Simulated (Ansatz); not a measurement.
Input and output of a self-consistent single point for PbF2 (Fm-3m, 3 atoms in the cell) (Ansatz, an electronic-structure program).

Method: LDA (PW92), default PAW files made with PBE (plane waves; Ansatz).

```
PbF2
1.0
    0.00000     2.97000     2.97000
    2.97000     0.00000     2.97000
    2.97000     2.97000     0.00000
Pb F
1 2
Direct
  0.00000   0.00000   0.00000
  0.25000   0.25000   0.25000
  0.75000   0.75000   0.75000
```

Reference input (self-consistent single point, DFT, PBE, plane waves, default PAW files): kpoints.mp_grid.grid = 7 7 7; hamiltonian.xc = pbe; hamiltonian.pseudopotentials = {kind: paw} (the program's default PAW files); scf.occupations.method = fermi_dirac; scf.occupations.width = 0.0015 Ry. This run's input differs from it in these lines:

Ansatz 0.2 input:
```diff
@@ -13,3 +13,3 @@
 hamiltonian:
-  xc: pbe
+  xc: lda
   pseudopotentials: { kind: paw }
```

The program printed (abridged):

```
SCF iter   1: F=—  HF=-13191.252592 eV  |F-HF|=—  |Δ(HF+E_count)|=         —  Δρ=1.94e-2  dr2=1.52e-1  ethr=1.77e-3  ⟨swp⟩=6.0  Hψ=1780  notcnv=0
all-band conjugate gradients solve this SCF's bands
preconditioner: auto → none
SCF iter   2: F=—  HF=-13191.230282 eV  |F-HF|=—  |Δ(HF+E_count)|=   2.23e-2  Δρ=1.46e-2  dr2=6.57e-2  ethr=5.41e-4  ⟨swp⟩=2.0  Hψ=881  notcnv=0
SCF iter   3: F=—  HF=-13191.211600 eV  |F-HF|=—  |Δ(HF+E_count)|=   1.87e-2  Δρ=1.42e-3  dr2=5.55e-4  ethr=2.35e-4  ⟨swp⟩=2.0  Hψ=659  notcnv=0
SCF iter   4: F=—  HF=-13191.211353 eV  |F-HF|=—  |Δ(HF+E_count)|=   2.47e-4  Δρ=3.33e-4  dr2=2.24e-5  ethr=1.98e-6  ⟨swp⟩=2.0  Hψ=811  notcnv=0
SCF iter   5: F=—  HF=-13191.211342 eV  |F-HF|=—  |Δ(HF+E_count)|=   1.18e-5  Δρ=4.26e-5  dr2=1.08e-6  ethr=7.99e-8  ⟨swp⟩=2.4  Hψ=644  notcnv=0
SCF iter   6: F=-13191.211341 eV  HF=-13191.211341 eV  |F-HF|=4.99e-9  |Δ(HF+E_count)|=   4.76e-7  Δρ=9.98e-6  dr2=2.79e-8  ethr=3.57e-10  ⟨swp⟩=6.1  Hψ=1614  notcnv=0
SCF 1 converged in 6 iterations: F = -13191.211341 eV  dr2 = 2.79e-8
Free energy (F): -13191.211341 eV
Internal energy: -13191.211341 eV  (E = F + TS)
E sigma→0 (E₀):  -13191.211341 eV
Fermi energy:    6.605875 eV
--- Forces (eV/Å), atoms counted from 1 ---
  atom   1  Pb    -0.00000000    -0.00000000     0.00000000
   [... zero for the other atoms too ...]
--- Stress (GPa, compression-positive) ---
       -4.939834       0.000000       0.000000
        0.000000      -4.939834      -0.000000
       -0.000000       0.000000      -4.939834
  P = ⅓ Tr σ = -4.9398 GPa (-49.398 kbar)
  The stress holds the Pulay correction. Without it, at fixed plane waves, as pw.x and ABINIT print it: P = -5.5964 GPa
```

The run converged in 6 iterations. Against the reference run the pressure goes from 2.19 to -4.94 GPa and the gap on the mesh goes from 4.465 to 4.299 eV.

The starting cell has typed, rounded lattice constants, without a prior relaxation at this level. Spin-orbit coupling is off. With a pressure of about -5 GPa the cell is away from its equilibrium volume at this level. Ansatz's pressure includes its estimate of the finite-basis (Pulay) stress. Without the estimate this run gives -5.60 GPa.
